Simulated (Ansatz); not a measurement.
The parent structure is CdSe in the wurtzite structure (space group P6_3mc, No. 186; a = 4.3019 Å, c = 7.0210 Å).

Calculations: Ansatz (an electronic-structure program), PBEsol, PAW, cutoff 420 eV, no spin-orbit coupling.

Strains are applied to the cell and any free atomic positions relax.

One change was made to it. Results:

| quantity | base | after |
|---|---|---|
| energy relative to the base (free energy F) | 0 meV/atom | +1.4 meV/atom |
| band gap | 0.54 eV | 0.50 eV |
| pressure (mean of the normal stresses, compression positive) | 0.00 GPa | -0.89 GPa |

**Question.** Which of these changes matches the shifts?
A. isotropic strain +0.60 %
B. isotropic strain +1.20 %
C. isotropic strain +2.40 %
D. isotropic strain +1.80 %

**Answer.** A, isotropic strain +0.60 %. For comparison, the energy relative to the base in the other runs: isotropic strain +2.40 % gives +22 meV/atom; isotropic strain +1.20 % gives +5.6 meV/atom; isotropic strain +1.80 % gives +12 meV/atom.

Whether these cells are dynamically stable was not tested.
